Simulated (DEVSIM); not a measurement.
Device: Cr/SiO2/n-GaAs capacitor, at 300 K.

```
layer (left to right)  material  thickness (nm)  Nd (cm⁻³)
---------------------  --------  --------------  ---------
1                          SiO2            1.30          -
2                          GaAs            3600     3.2e16
```

Metal gate on the left, work function 4.5 eV. Fixed charge at the semiconductor interface 0 cm⁻² (in units of +e); no interface traps.

Constants are typed, rounded textbook-type inputs, not results; the design itself was drawn at random and stands for no fabricated device. Values at 300 K; Nc and Nv go as T^1.5, mobilities as T to minus their exponent, the gap by Varshni's rule with the affinity fixed.

```
parameter         SiO2      GaAs
----------------  ----  --------
gap (eV)             9     1.424
affinity (eV)      0.9      4.07
permittivity       3.9      12.9
Nc (cm⁻³)            -    4.7e17
Nv (cm⁻³)            -      9e18
Varshni α (eV/K)     -  0.000541
Varshni β (K)        -       204
```

Simulated with DEVSIM: 1D Poisson equation in equilibrium, Boltzmann statistics, complete ionisation; no quantum confinement or tunnelling. Metal contacts follow the ideal Schottky-Mott rule: no Fermi-level pinning, no interface dipoles.

The temperature was swept, all else fixed.

| temperature (K) | threshold voltage (band bending 2φF) (V) | minimum of the low-frequency capacitance (μF/cm²) | flat-band voltage (V) |
|---|---|---|---|
| 250 | -0.94 | 0.0504 | 0.38 |
| 300 | -0.89 | 0.0523 | 0.36 |
| 350 | ___ | ___ | 0.34 |
| 400 | -0.78 | 0.0578 | 0.32 |
| 450 | -0.72 | 0.0609 | 0.30 |
| 500 | -0.66 | 0.0646 | 0.28 |

### Question
Some entries are withheld; supply them.

### Answer

- 350, threshold voltage (band bending 2φF) (V): -0.84
- 350, minimum of the low-frequency capacitance (μF/cm²): 0.0544
